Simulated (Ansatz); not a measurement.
BiSe (Fm-3m, No. 225, 2 atoms in the cell; start mp-568844)

Computed with LDA (Ansatz, an electronic-structure program, PAW).

Run with plane-wave cutoff 520 eV, 16×16×16 k mesh, Fermi–Dirac smearing 0.05 eV, scalar-relativistic PAW data made under PBE.

Cell (relaxed at this level):

```
BiSe
1.0
    0.00000     3.00855     3.00855
    3.00855     0.00000     3.00855
    3.00855     3.00855     0.00000
Bi Se
1 1
Direct
  0.00000   0.00000   0.00000
  0.50000   0.50000   0.50000
```

- band gap: none
- bulk modulus: 67.0 GPa

Note: the relaxation could not lower the start's symmetry, so the cell can be a saddle point above a distorted one; the bulk modulus is −V dP/dV from two relaxed cells at ±2 % in volume.

Spin–orbit coupling is not included; it can open a gap where bands touch, and shift volumes and moduli.

A start named mp-… is a Materials Project structure, which need not be a measured phase.
